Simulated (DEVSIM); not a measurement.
Model (solved in DEVSIM): 1D drift-diffusion, Boltzmann statistics, complete ionisation; no tunnelling, impact ionisation, image-force lowering or self-heating.

Device: Si n-i-p diode, at 300 K.

```csv
layer (left to right),material,thickness (μm),Nd (cm⁻³),Na (cm⁻³),τn (s),τp (s)
1,Si,0.110,1e17,-,0.00087,0.00087
2,Si,0.320,-,5.8e11,0.00087,0.00087
3,Si,3.20,-,5.2e17,0.00087,0.00087
```

Left contact: ohmic. Right contact: ohmic. Voltage is applied to the left contact. Recombination: SRH at mid-gap, Auger. Mobility is μmin + (μ − μmin)/(1 + (N/Nref)^α).

The device is made up for the run: typed textbook-type constants, with dimensions and the other settings drawn at random. Values at 300 K.

| parameter | Si |
|---|---|
| gap (eV) | 1.124 |
| affinity (eV) | 4.05 |
| permittivity | 11.7 |
| Nc (cm⁻³) | 2.86e19 |
| Nv (cm⁻³) | 3.1e19 |
| μn (cm²/Vs) | 1417 |
| μp (cm²/Vs) | 470 |
| μn,min | 52 |
| μp,min | 45 |
| Nref,n | 9.7e16 |
| Nref,p | 2.2e17 |
| αn | 0.68 |
| αp | 0.72 |
| Cn (cm⁶/s) | 2.8e-31 |
| Cp (cm⁶/s) | 9.9e-32 |

One input was changed, with this effect: dark forward voltage at 100 A/cm² 0.711 → 0.721 V; dark forward voltage at 1 A/cm² little changed (0.586 V); potential step across the device at zero bias little changed (0.872 V).

Task: Which change was it?
A. constant mobility in place of the doping-dependent one
B. thickness of layer 2 0.32 → 1.6 μm
C. thickness of layer 3 3.2 → 16 μm
D. Auger recombination switched off
E. doping Na of layer 3 5.2e+17 → 1.6e+17 cm^-3
F. minority lifetime in layer 2 0.00087 → 8.7e-05 s
G. doping Nd of layer 1 1e+17 → 3e+17 cm^-3

Result: C, thickness of layer 3 3.2 → 16 μm
